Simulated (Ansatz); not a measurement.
Band structure of BaP4Pd2 (I4/mmm, 7 atoms in the cell).

```
CELL_PARAMETERS angstrom
     -3.42191     3.42191     2.98690
      3.42191    -3.42191     2.98690
      3.42191     3.42191    -2.98690
ATOMIC_POSITIONS crystal
  Ba 0.00000 0.00000 0.00000
  P  0.27381 0.50000 0.77381
  P  0.72619 0.50000 0.22619
  P  0.50000 0.72619 0.22619
  P  0.50000 0.27381 0.77381
  Pd 0.75000 0.25000 0.50000
  Pd 0.25000 0.75000 0.50000
```

Computed with LDA (PW92), default PAW files made with PBE (plane waves; Ansatz, a program for electronic structure).

Settings: kpoints.mp_grid.grid = 6 6 6; hamiltonian.xc = lda; hamiltonian.pseudopotentials = {kind: paw} (the program's default PAW files); scf.occupations.method = fermi_dirac; scf.occupations.width = 0.136 eV; kpoints.band_path.npoints = 8.

The starting cell comes from a database of computed structures (which also holds hypothetical and non-ambient phases and stackings), without a prior relaxation at this level. Spin polarisation is off.

Levels in eV from the Fermi level, bands 30 to 37:
| point | 30 | 31 | 32 | 33 | 34 | 35 | 36 | 37 |
|---|---|---|---|---|---|---|---|---|
| Γ | -2.34 | -2.24 | -2.24 | -1.46 | -0.54 | 1.81 | 2.94 | 3.03 |
| X | -2.45 | -1.85 | -1.25 | 0.15 | 0.63 | 1.72 | 1.82 | 2.40 |
| M | -1.50 | -1.50 | -0.48 | -0.48 | 1.38 | 1.38 | 2.07 | 2.56 |
| Z | -1.61 | -1.61 | -0.29 | -0.29 | 1.37 | 1.37 | 1.94 | 2.22 |
| P | -1.97 | -1.65 | -1.03 | 0.05 | 0.05 | 1.81 | 1.81 | 1.87 |
| N | -1.79 | -1.70 | -0.23 | -0.20 | -0.15 | 1.20 | 1.73 | 2.84 |
| Z1 | -1.61 | -1.61 | -0.29 | -0.29 | 1.37 | 1.37 | 1.94 | 2.22 |

Bands cross the Fermi level along this path, so the cell is metallic at this level.

Keys are those of Ansatz 0.2.
